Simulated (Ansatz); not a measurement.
The starting structures come from a database of crystals and need not be the phases stable at ambient conditions.

 Where the default PAW files enter, the runs use the earlier of Ansatz's two default sets.

The decay constant κ of evanescent states in the gap governs leakage through a thin film.

Input:

```xyz
4
Lattice="4.0718 0.0000 0.0000 0.0000 7.1082 0.0000 2.0359 0.0000 3.5263" Properties=species:S:1:pos:R:3 pbc="T T T"
Cu     4.0718     2.8860     2.3509
Cu     2.0359     4.2221     1.1754
I      2.0359     1.6325     1.1754
I      4.0718     5.4757     2.3509
```

Space group of this cell: P-3m1. The cell was relaxed by PBE-D3(BJ); by r2SCAN its mean pressure is 1.4 GPa.

Transport runs along the normal of the first two printed cell vectors, the (100) plane of the conventional cell.

The gap is the functional's own, uncorrected, and κ follows it; spin-orbit coupling is left out. Mid-gap values are interpolated between the computed energies.

Q: State the band gap and the smallest decay constant κ at mid-gap according to r2SCAN run with Ansatz (an electronic-structure program).

A: Gap 2.10 eV on a 8×4×8 mesh; κ = 0.187 1/Å, at the zone centre.
